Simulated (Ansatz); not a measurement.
Element substitutions in BN

Consider BN in the zinc blende structure (space group F-43m, No. 216; a = 3.6097 Å).

Each row replaces one element on all its sites; cell and atoms are relaxed.

Levels (all Ansatz, a first-principles code, PAW): r2SCAN (500 eV, no spin-orbit coupling); HSE06 (420 eV, no spin-orbit coupling).

Band gaps by level, all at the geometries relaxed with r2SCAN:

| case | r2SCAN | HSE06 |
|---|---|---|
| base | 5.00 eV | 5.79 eV |
| N → F | 1.54 eV | 2.48 eV |
| B → Ga | 2.17 eV | 3.00 eV |

Single points use the geometry relaxed with r2SCAN. HSE06 was sampled on its mesh, a few special points and the semilocal edge points, so its gap is an upper bound. Stability against distortions was not tested. As relaxed here, BF is a hypothetical phase, not in the database extracts checked. This is not the structure that GaN has at room temperature and ambient pressure.
